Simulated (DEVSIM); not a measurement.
System: Ru/Al2O3/n-Ge capacitor, at 300 K.

| layer (left to right) | material | thickness (nm) | Nd (cm⁻³) |
|---|---|---|---|
| 1 | Al2O3 | 3.30 | - |
| 2 | Ge | 340 | 3e18 |

Metal gate on the left, work function 4.7 eV. Fixed charge at the semiconductor interface 2.8e10 cm⁻² (in units of +e); no interface traps.

Constants are typed, rounded textbook-type inputs, not results; the design itself was drawn at random and stands for no fabricated device. Values at 300 K.

| parameter | Al2O3 | Ge |
|---|---|---|
| gap (eV) | 6.8 | 0.664 |
| affinity (eV) | 1.35 | 4 |
| permittivity | 9 | 16 |
| Nc (cm⁻³) | - | 1.04e19 |
| Nv (cm⁻³) | - | 6e18 |

Simulated with DEVSIM: 1D Poisson equation in equilibrium, Boltzmann statistics, complete ionisation; no quantum confinement or tunnelling. Metal contacts follow the ideal Schottky-Mott rule: no Fermi-level pinning, no interface dipoles.

Tabulate band edges, carrier densities and field at 0.1 V on the gate.

Energies count from the Fermi level of the right contact; mesh points crowd at the junctions.

| x (μm) | Ec (eV) | Ev (eV) | n (cm⁻³) | p (cm⁻³) | field (V/cm) |
|---|---|---|---|---|---|
| 0.000 | 3.250 | -3.550 | < 1e2 | < 1e2 | -790000 |
| 0.0006872 | 3.196 | -3.604 | < 1e2 | < 1e2 | -790000 |
| 0.001485 | 3.133 | -3.667 | < 1e2 | < 1e2 | -790000 |
| 0.002277 | 3.071 | -3.729 | < 1e2 | < 1e2 | -790000 |
| 0.003259 | 2.994 | -3.806 | < 1e2 | < 1e2 | -790000 |
| 0.004003 | 0.311 | -0.353 | 6.1e13 | 7.1e12 | -410000 |
| 0.005339 | 0.259 | -0.405 | 4.7e14 | 9.4e11 | -370000 |
| 0.008636 | 0.156 | -0.508 | 2.5e16 | 1.7e10 | -260000 |
| 0.01328 | 0.071 | -0.593 | 6.7e17 | 6.5e8 | -110000 |
| 0.02189 | 0.034 | -0.630 | 2.8e18 | 1.6e8 | -7800 |
| 0.03599 | 0.032 | -0.632 | 3.0e18 | 1.5e8 | -50 |
| 0.07079 | 0.032 | -0.632 | 3.0e18 | 1.5e8 | ≈ 0 |
| 0.1198 | 0.032 | -0.632 | 3.0e18 | 1.5e8 | ≈ 0 |
| 0.1949 | 0.032 | -0.632 | 3.0e18 | 1.5e8 | ≈ 0 |
| 0.2731 | 0.032 | -0.632 | 3.0e18 | 1.5e8 | ≈ 0 |
| 0.3028 | 0.032 | -0.632 | 3.0e18 | 1.5e8 | ≈ 0 |
| 0.3202 | 0.032 | -0.632 | 3.0e18 | 1.5e8 | ≈ 0 |
| 0.3303 | 0.032 | -0.632 | 3.0e18 | 1.5e8 | ≈ 0 |
| 0.3375 | 0.032 | -0.632 | 3.0e18 | 1.5e8 | ≈ 0 |
| 0.3404 | 0.032 | -0.632 | 3.0e18 | 1.5e8 | ≈ 0 |
| 0.3422 | 0.032 | -0.632 | 3.0e18 | 1.5e8 | ≈ 0 |
| 0.3433 | 0.032 | -0.632 | 3.0e18 | 1.5e8 | ≈ 0 |
